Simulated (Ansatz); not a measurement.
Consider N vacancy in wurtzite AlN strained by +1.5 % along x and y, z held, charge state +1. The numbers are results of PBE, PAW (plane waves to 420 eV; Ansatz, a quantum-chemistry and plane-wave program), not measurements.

Settings: 72 host sites, the strained lattice (strain from the relaxed PBE one, atoms relaxed), a 2×2×2 k-point mesh shifted by half a step along c, smearing 0.01 eV, spin-restricted, no image-charge correction. No zero-point or tunnelling terms. The charge state is imposed; whether it is stable for some Fermi level was not computed. Forms of the defect that were not tried may lie lower.

The step: one N atom jumps into the vacancy from a nearby N site; the atom moves 3.17 Å along (0.00, 1.00, 0.00) of the unit cell; the moving atom starts with neighbours Al at 1.90, 3 Al at 1.93 Å and ends with Al at 1.90, 3 Al at 1.93 Å.

Problem. Estimate the migration barrier of this step that PBE, PAW returns for this input.

Solution. 4.26 eV, the same both ways. At the saddle the moving atom has neighbours Al at 1.79, Al at 2.18, Al at 2.19, 2 Al at 2.27 Å. The saddle point's order was not checked, and it lies on a symmetry element of the cell, where a band can be held.
